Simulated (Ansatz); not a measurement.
The parent structure is SnS in the GeS type structure (space group Pnma, No. 62).

```xyz
8
Lattice="10.9125 0.0000 0.0000 0.0000 3.9536 0.0000 0.0000 0.0000 4.1105" Properties=species:S:1:pos:R:3 pbc="T T T"
Sn     6.7358     2.9652     2.4353
Sn     9.6329     0.9884     0.3800
Sn     4.1767     0.9884     1.6752
Sn     1.2796     2.9652     3.7305
S      3.8753     2.9652     4.0128
S      1.5809     0.9884     1.9575
S      7.0372     0.9884     0.0978
S      9.3316     2.9652     2.1530
```

Levels (all Ansatz, a quantum-chemistry and plane-wave program, PAW, earlier PAW set): PBEsol-D3(BJ) (420 eV, scalar-relativistic without spin-orbit coupling); PBEsol+SOC (420 eV, noncollinear with spin-orbit coupling).

The geometry is relaxed with PBEsol-D3(BJ).

| Property | Value |
|---|---|
| PBEsol-D3(BJ) band gap | 0.30 eV |
| PBEsol-D3(BJ) width of the top valence band | 2.17 eV |
| PBEsol-D3(BJ) smallest direct gap | 0.78 eV |

With PBEsol+SOC at the same geometry, the band gap drops by 0.02 eV to 0.28 eV; the width of the top valence band shrinks by 0.03 eV, from 2.17 eV to 2.14 eV; the smallest direct gap drops by 0.06 eV, from 0.78 eV to 0.72 eV.

Single points use the geometry relaxed with PBEsol-D3(BJ). Differences between runs with and without spin-orbit coupling are approximate. Stability against distortions was not tested. A zero or small gap of SnS can be the functional's error rather than a property of the material.
